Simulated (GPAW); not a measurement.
## Pressure against volume in Sn (space group 141) (GPAW, LDA)

```
CELL_PARAMETERS angstrom
     -2.80163     2.80163     1.52816
      2.80163    -2.80163     1.52816
      2.80163     2.80163    -1.52816
ATOMIC_POSITIONS crystal
  Sn 0.00000 0.00000 0.00000
  Sn 0.75000 0.25000 0.50000
```

Level of theory: LDA (Perdew-Wang 92), GPAW PAW datasets LDA (gpaw-data 1.0.1) (plane waves; GPAW). Settings: mode = pw; ecut = 585 eV; xc = LDA; kpts = 18 18 18; mesh shift (steps) = 0 0 0; occupations.name = fermi-dirac; occupations.width = 0.05 eV; nbands = -6; convergence.forces = 0.001 eV/Å; symmetry.symmorphic = false; symmetry.tolerance = 0.0005; maxiter = 120. The cell above is the first row's. The rows scale it uniformly. In all rows fractional positions and the k mesh are held.

| V (Å^3/atom) | P (GPa) |
|---|---|
| 23.989 | 5.96 |
| 24.511 | 4.17 |
| 25.032 | 2.58 |
| 25.554 | 1.16 |
| 26.075 | -0.11 |
| 26.597 | -1.24 |
| 27.118 | -2.24 |
| 27.640 | -3.13 |
| 28.161 | ? |

Question: Using a cubic, estimate the missing P at V = 28.161 from the other rows, showing the fit.

Answer: With u = V - 25.8, the rows have u = -1.8110, -1.2890, -0.7680, -0.2460, 0.2750, 0.7970, 1.3180, 1.8400. Least squares gives P = 0.539 - 2.4369·u + 0.2737·u² - 0.01815·u³. Residuals (row less fit): 0.002, -0.004, 0.000, 0.005, 0.001, -0.001, -0.001, 0.001; standard error 0.003 (degrees of freedom: 4). The fitted pressure is zero at V0 = 26.03, where dP/dV = -2.316, so B0 = -V0·dP/dV = 60.3 GPa. At the withheld row, u = 2.3610, so P = 0.539 - 2.4369 × 2.3610 + 0.2737 × 2.3610² - 0.01815 × 2.3610³ = -3.928 GPa. The calculation gives -3.93 GPa, which the fit meets to the printed digits. The row lies outside the fitted rows, so this is an extrapolation. From the scatter of the fitted rows alone, a prediction at this place has a standard error of 0.009 GPa, so the miss is 0.2 times that.

Carrying the step between the two nearest rows on in a straight line would have given -4.02, off by 0.09; series whose last step already gives the withheld value aren't shown. The scan was laid around a cell of about the measured size, scaled by a guess for this functional; axis ratios and inner coordinates come from that cell. The runs keep the symmetry of the cell, so they don't test it for distortions. The shape of the cell and the inner coordinates aren't relaxed, so V0 and B0 belong to this uniform scaling; a relaxed crystal lies no higher in energy and is usually softer. Cutoffs and mesh are single choices, not tested for convergence of this quantity. Series with a scatter that would blur these digits, or in which a gap closes, are not shown.
